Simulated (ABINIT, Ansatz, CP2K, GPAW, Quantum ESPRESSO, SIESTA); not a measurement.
## Code comparison for CsPbCl3 (Pm-3m, 5 atoms in the cell)

Self-consistent single point.

```
CELL_PARAMETERS angstrom
      5.71098     0.00000     0.00000
      0.00000     5.71098     0.00000
      0.00000     0.00000     5.71098
ATOMIC_POSITIONS crystal
  Cs 0.00000 0.00000 0.00000
  Pb 0.50000 0.50000 0.50000
  Cl 0.50000 0.00000 0.50000
  Cl 0.00000 0.50000 0.50000
  Cl 0.50000 0.50000 0.00000
```

All programs got the same cell, k-point mesh and kind of occupations (in Ansatz's words: kpoints.mp_grid.grid = 5 5 5; scf.occupations.method = fermi_dirac; scf.occupations.width = 0.02 eV); potentials, basis and cutoffs are each program's usual ones.

| code | model | pressure (GPa) | k-points | cutoff |
|---|---|---|---|---|
| Quantum ESPRESSO | PBE, PseudoDojo standard norm-conserving (PBE) pseudopotentials | 0.22 | 10 | 65 Ry |
| ABINIT | PBE, PAW (JTH v2.0 PBE PAW) | 0.16 | 10 | 52 Ry |
| CP2K | PBE, GPW, DZVP-MOLOPT-PBE-GTH basis, GTH-PBE potentials (POTENTIAL_UZH) | 0.57 | 63 | grid 500 Ry |
| GPAW | PBE, GPAW PAW datasets PBE (gpaw-data 1.0.1) | 0.15 | 10 | 600 eV |
| SIESTA | GGA PBE, numerical atomic orbitals DZP, PseudoDojo PBE standard norm-conserving potentials (rewritten from UPF to PSML) | -0.71 | 63 | grid 350 Ry |
| Ansatz | PBE, default PAW files | 0.26 | 10 | 420 eV |

The spread over the programs that give each value: pressure within 1.28 GPa.

The starting cell has typed, rounded lattice constants, without a prior relaxation at this level. Its lattice was rescaled by a random factor within 2.5 % of one. On Ansatz's run: Spin-orbit coupling is off. A gap is left out here, as mesh or smearing make it unsure.

Q: Why do the programs differ, and what cannot be compared?

A: Differences of this kind can come from the potentials, where these differ, and from what each basis and cutoff leave unconverged. The valence holds different numbers of electrons (Quantum ESPRESSO 44, ABINIT 44, CP2K 34, GPAW 44, SIESTA 44, Ansatz (a program for electronic structure) 44). The zero of total energies and Fermi levels follows the potentials and each program's conventions, so they are not compared here. CP2K and SIESTA use small atom-centred bases, whose incompleteness enters pressures, forces and empty levels differently from a plane-wave cutoff. Ansatz's pressure is given at a fixed set of plane waves, as the other plane-wave codes print theirs. The programs reduce the same mesh by symmetry to different extents, which changes the work and not the result.

This mesh misses zone-boundary points where a band edge of such crystals can lie, so no gaps are given.

Left out of this page: Elk and FLEUR (not drawn, or without a comparable value).

Keys are those of Ansatz 0.2.
